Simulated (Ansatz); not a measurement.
Here is the system:

End structure of a constructed model of the (0001) surface of hcp Hf, a layer of Nb in place of the second plane (bottom of the slab: a bare face, its two planes held):

```
CELL_PARAMETERS angstrom
      3.20485     0.00000     0.00000
     -1.60243     2.77549     0.00000
      0.00000     0.00000    29.00000
ATOMIC_POSITIONS crystal
  Hf 0.66667 0.33333 0.28386
  Hf 0.33333 0.66667 0.37123
  Hf 0.66667 0.33333 0.45979
  Hf 0.33333 0.66667 0.54758
  Nb 0.66667 0.33333 0.63072
  Hf 0.33333 0.66667 0.70880
```

Model: 6-atom slab, 12.5 Å thick at the start, 13x13x1 mesh, Fermi-Dirac 0.1 eV, dipole correction, 2 atoms held, the rest relaxed; start symmetry kept, larger cells not searched; no spin, no spin-orbit, no U. It is one candidate, not shown to be the stable structure of the face.

### Question
What is the computed work function of the top face (PBE (Ansatz, a first-principles code))?

### Answer
4.13 eV
